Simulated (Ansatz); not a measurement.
**Carrier properties of BN (P6_3/mmc)**

Given:

```
BN
1.0
    2.49933     0.00000     0.00000
   -1.24967     2.16449     0.00000
    0.00000     0.00000     6.45275
B N
2 2
Direct
  0.00000   0.00000   0.75000
  0.00000   0.00000   0.25000
  0.66667   0.33333   0.25000
  0.33333   0.66667   0.75000
```

Computed with PBEsol+D3BJ, rigid bands (plane waves, PAW, scalar-relativistic; Ansatz, a quantum-chemistry and plane-wave program). Cell: cell and atoms relaxed with PBEsol+d3bj.

```yaml
band_gap: 3.39 eV
electron conductivity mass (300 K, dilute): 0.44 (x), 0.44 (y), 0.74 (z) mₑ
hole conductivity mass (300 K, dilute): 0.83 (x), 0.83 (y), 10.8 (z) mₑ
effective density of states N_c (300 K): 1.8e19 cm⁻³
effective density of states N_v (300 K): 3.8e20 cm⁻³
density_of_states_mass_electrons: 0.81 mₑ
density_of_states_mass_holes: 6.1 mₑ
Seebeck coefficient, n-type 1e19 cm⁻³, 300 K: -274 μV/K
best n-type power factor at 300 K for τ = 10 fs (best axis; densities from 1e16 to 1e21 cm⁻³ tried, whether or not they can be reached): 6.8 μW/(cm·K²) at 1e20 cm⁻³
Seebeck coefficient, p-type 1e19 cm⁻³, 300 K: 513 μV/K
```

Rigid bands; masses and Seebeck coefficients take one relaxation time τ for all states and one kind of carrier; polarons and phonon drag are left out. Spin-orbit coupling is left out. Geometry: cell and atoms relaxed with PBEsol+D3(BJ).
